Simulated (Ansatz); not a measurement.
Input:

```
CSi
1.0
    3.02794     0.00000     0.00000
   -1.51397     2.62228     0.00000
    0.00000     0.00000     5.06499
Si C
2 2
Direct
  0.33333   0.66667   0.00074
  0.66667   0.33333   0.50074
  0.33333   0.66667   0.37426
  0.66667   0.33333   0.87426
```

The numbers are results of PBE with spin-orbit coupling, rigid bands (plane waves, PAW; Ansatz, an electronic-structure program), not measurements. Condition of this run: biaxial stress in the c plane of 10 GPa (compression positive) (the target of the relaxation). Geometry: cell and atoms relaxed with PBEsol, then loaded as said.

Problem. What conductivity effective mass do dilute electrons have at 300 K?

Solution. 0.43 (x), 0.43 (y), 0.27 (z) mₑ.

Problem. What conductivity effective mass do dilute holes have at 300 K?

Solution. 1.12 (x), 1.12 (y), 1.61 (z) mₑ.

Problem. And the band gap?

Solution. 2.06 eV at this level; semilocal functionals usually fall short of the measured gap.

Rigid bands, one relaxation time for all states, no polarons. Geometry: cell and atoms relaxed with PBEsol.
